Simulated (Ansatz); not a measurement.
SnC under load (space group F-43m), Ansatz (an electronic-structure program) with PBE with spin-orbit coupling, rigid bands. Condition of this run: hydrostatic pressure of -5 GPa (compression positive) (the target of the relaxation). Band gap 0.56 eV, N_c = 4.22e17 cm⁻³ and N_v = 3.78e19 cm⁻³ at 300 K, conductivity masses of 0.0712 mₑ (electrons) and 0.654 mₑ (holes). Take k_BT = 0.02585 eV.

Q: What thermal injection velocity √(2k_BT/πm) limits a ballistic channel?

A: 2.02e7 cm/s for electrons and 6.65e6 cm/s for holes, a ratio of √(m_h/m_e) = 3.03, for dilute carriers.

Q: A film of it is 8 nm thick. Estimate the confinement energies in an infinite well.

A: ħ²π²/(2m t²) = 0.376 eV·nm²/(m/mₑ × t²) gives 82.5 meV for electrons and 8.98 meV for holes, so the gap would widen to about 0.65 eV. Finite barriers and nonparabolic bands lower this, and with several valleys or bands the heaviest mass along the normal sets the lowest level, not this average.

Q: Find the intrinsic carrier density and the intrinsic Fermi level.

A: n_i = √(N_c N_v) exp(−E_g/2k_BT) = 3.99e18 × exp(−10.83) = 7.9e13 cm⁻³. The level lies (k_BT/2) ln(N_v/N_c) = 58 meV from mid-gap (positive towards the conduction band). Each 0.1 eV added to the gap lowers n_i by a factor of 6.9.

Rigid bands with the computed gap; masses take one relaxation time for all states. Geometry: cell and atoms relaxed with PBEsol.

Computed structure with no diffraction record at hand here (it may be known, metastable or hypothetical): SnC under load (space group F-43m).
